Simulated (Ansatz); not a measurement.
Cost and result by functional for the surface energy of the (111) surface of bcc Li in its 1x1 cell, outermost plane spacing 0.99 Å in the ideal cut, in Ansatz (plane waves, PAW). Single points on the PBE structure, on one kind of machine; costs are rough ratios of the slab run's core time (references not counted) to the cheapest single point. r2SCAN's cost holds its higher cutoff (500 against 420 eV). Differences are taken against r2SCAN for comparison alone: no measured value is at hand, so the table doesn't rank accuracy.

Slab: 11 atoms, 9.9 Å thick at the start (thin: gaps and levels are the slab's own); k 9x9x1, smearing 0.1 eV, dipole-corrected; all atoms relaxed; symmetry of the start imposed; no spin, no spin-orbit, no U. These notes are the PBE run's.

| functional | relative cost | surface energy (J/m²) | less r2SCAN (J/m²) |
|---|---|---|---|
| LDA | 1 | 0.58 | 0.04 |
| PBEsol | 1 | 0.56 | 0.02 |
| RPBE | 1 | 0.50 | -0.04 |
| r2SCAN | 2 | 0.54 | 0.00 |
| PBE (the relaxed run's value) | – | 0.54 | -0.01 |

The values span 0.08 J/m², while the single points' costs differ by a factor of roughly 2. Differences are of unrounded values.

Ansatz is an electronic-structure program.
